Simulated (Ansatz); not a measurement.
Results of LDA (plane waves, PAW; Ansatz, a quantum-chemistry and plane-wave program) for HfC (model structure, F-43m, No. 216, 2 atoms in the cell).

Excerpt of the program's output:

```
Crystal: 2 atoms, lattice volume = 30.411 Å³
Basis set: ecut = 520 eV, 869 PW (Γ), exchange–correlation on 54×54×54 points (8 copies of the dense FFT grid, shifted against one another)
Bands: 19, of which v1, the nominal top of the filled ones, is band 15 counted from 1 (14 counted from 0)
Symmetry: 24 space group operations
Space group: F-43m (ITA 216), of the structure as read, at distance tolerance 3.1e-5 Å
k-points: 72 of 1728 (time reversal used)
Functional: x = slater, c = lda
SCF iter   1: F=—  HF=-15720.379509 eV  |F-HF|=—  |Δ(HF+E_count)|=         —  Δρ=8.30e-3  dr2=2.62e-2
SCF iter   2: F=—  HF=-15720.373845 eV  |F-HF|=—  |Δ(HF+E_count)|=   5.66e-3  Δρ=2.12e-3  dr2=9.03e-4
  ...
SCF iter   7: F=—  HF=-15720.373715 eV  |F-HF|=—  |Δ(HF+E_count)|=   1.53e-9  Δρ=1.28e-6  dr2=2.34e-10
SCF iter   8: F=-15720.373715 eV  HF=-15720.373715 eV  |F-HF|=4.00e-11  |Δ(HF+E_count)|=  4.66e-10  Δρ=2.25e-7  dr2=7.52e-12
SCF 1 converged in 8 iterations: F = -15720.373715 eV  dr2 = 7.52e-12
SCF converged after 8 iterations
Free energy (F): -15720.373715 eV
Internal energy: -15720.373715 eV  (E = F + TS)
E sigma→0 (E₀):  -15720.373715 eV
Fermi energy:    15.505882 eV
--- Forces (eV/Å), atoms counted from 1 ---
  atom   1  Hf     0.00000000    -0.00000000    -0.00000000
  atom   2  C     -0.00000000     0.00000000     0.00000000
--- Stress (GPa, compression-positive) ---
       -0.004525      -0.000000      -0.000000
        0.000000      -0.004525       0.000000
       -0.000000       0.000000      -0.004525
  P = ⅓ Tr σ = -0.0045 GPa (-0.045 kbar)
```

Task: Write an input file that could have produced this run (the log leaves some choices open).

Result: This is not unique; one that fits is 
Ansatz 0.2 input:
```yaml
crystal:
  lattice:
    - [0.0, 2.4774176728, 2.4774176728]
    - [2.4774176728, 0.0, 2.4774176728]
    - [2.4774176728, 2.4774176728, 0.0]
  atoms:
    - { symbol: Hf, position: [0.0, 0.0, 0.0] }
    - { symbol: C, position: [0.25, 0.25, 0.25] }
basis:
  ecutwfc: 520
  ecutrho_ratio: 4
  xc_grid: 2
kpoints:
  mp_grid: { grid: [12, 12, 12] }
  band_path:
    path:
      - [0.0, 0.0, 0.0]
      - [-0.038462, -0.038462, 0.0]
      - [-0.076923, -0.076923, 0.0]
      - [-0.115385, -0.115385, 0.0]
      - [-0.153846, -0.153846, 0.0]
      - [-0.192308, -0.192308, 0.0]
      - [-0.230769, -0.230769, 0.0]
      - [-0.269231, -0.269231, 0.0]
      - [-0.307692, -0.307692, 0.0]
      - [-0.346154, -0.346154, 0.0]
      - [-0.384615, -0.384615, 0.0]
      - [-0.423077, -0.423077, 0.0]
      - [-0.461538, -0.461538, 0.0]
      - [-0.5, -0.5, 0.0]
      - [-0.458333, -0.458333, 0.083333]
      - [-0.416667, -0.416667, 0.166667]
      - [-0.375, -0.375, 0.25]
      - [-0.375, 0.0, 0.375]
      - [-0.346154, 0.0, 0.346154]
      - [-0.317308, 0.0, 0.317308]
      - [-0.288462, 0.0, 0.288462]
      - [-0.259615, 0.0, 0.259615]
      - [-0.230769, 0.0, 0.230769]
      - [-0.201923, 0.0, 0.201923]
      - [-0.173077, 0.0, 0.173077]
      - [-0.144231, 0.0, 0.144231]
      - [-0.115385, 0.0, 0.115385]
      - [-0.086538, 0.0, 0.086538]
      - [-0.057692, 0.0, 0.057692]
      - [-0.028846, 0.0, 0.028846]
      - [0.0, 0.0, 0.045455]
      - [0.0, 0.0, 0.090909]
      - [0.0, 0.0, 0.136364]
      - [0.0, 0.0, 0.181818]
      - [0.0, 0.0, 0.227273]
      - [0.0, 0.0, 0.272727]
      - [0.0, 0.0, 0.318182]
      - [0.0, 0.0, 0.363636]
      - [0.0, 0.0, 0.409091]
      - [0.0, 0.0, 0.454545]
      - [0.0, 0.0, 0.5]
      - [-0.0625, -0.03125, 0.46875]
      - [-0.125, -0.0625, 0.4375]
      - [-0.1875, -0.09375, 0.40625]
      - [-0.25, -0.125, 0.375]
      - [-0.3125, -0.15625, 0.34375]
      - [-0.375, -0.1875, 0.3125]
      - [-0.4375, -0.21875, 0.28125]
      - [-0.5, -0.25, 0.25]
      - [-0.5, -0.291667, 0.208333]
      - [-0.5, -0.333333, 0.166667]
      - [-0.5, -0.375, 0.125]
      - [-0.5, -0.416667, 0.083333]
      - [-0.5, -0.458333, 0.041667]
    npoints: 1
hamiltonian:
  xc: lda
  dispersion: none
  pseudopotentials: { kind: paw }
scf:
  occupations: { method: fermi_dirac, width: 0.01 }
  convergence: { dr2_threshold: 0.0000000002 }
output:
  forces: true
  stress: true
  eigenvalues: true
  write_bands: true
```

The PAW data were made under PBE.

Note: the relaxation could raise the start's symmetry but not lower it, so the cell can be a saddle point.

A model structure was made by putting elements into a prototype or built by hand; it is no filed structure, need not be a known phase, and can be a saddle point held by its symmetry.
